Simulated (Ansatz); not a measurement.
Effect of uniaxial strain ε_zz = +2.28 % on NiGe

The reference is NiGe (space group Pnma, No. 62; a = 5.4079 Å, b = 3.4735 Å, c = 5.8468 Å; non-magnetic). Axes: x, y, z lie along a, b, c of the conventional cell.

Now apply this change: the cell is stretched by 2.28 % along z with no lateral relaxation; the atoms relax in the strained cell.

Level of theory: PBE/PAW in Ansatz (a quantum-chemistry and plane-wave program), no spin-orbit coupling, earlier PAW set. Settings: 9×13×8 k-points, 0.05 eV Fermi–Dirac smearing.

The volume per atom goes up by 0.31 Å³ (13.73 Å³ → 14.04 Å³) and the space group is still Pnma (No. 62). The shortest interatomic distance grows by 0.012 Å (2.354 Å → 2.366 Å) and the energy increases by 3.8 meV/atom. The pressure (mean of the normal stresses, compression positive) goes from zero to -2.6 GPa and the band gap stays zero. The largest internal atomic displacement comes out as 0.020 Å and the stress (xx, yy, zz, yz, xz, xy; compression positive) comes out as (-2.0, -2.1, -3.7, 0.0, 0.0, 0.0) GPa (rough).

Without a gap, meshes like the base's 9×13×8 leave anisotropic stresses uncertain by several tenths of a GPa, and small strain energies with them. No phonon test of stability was made. Starting moments died away, wholly or in part, for the base; another magnetic solution may exist. All final runs are without spin polarisation.
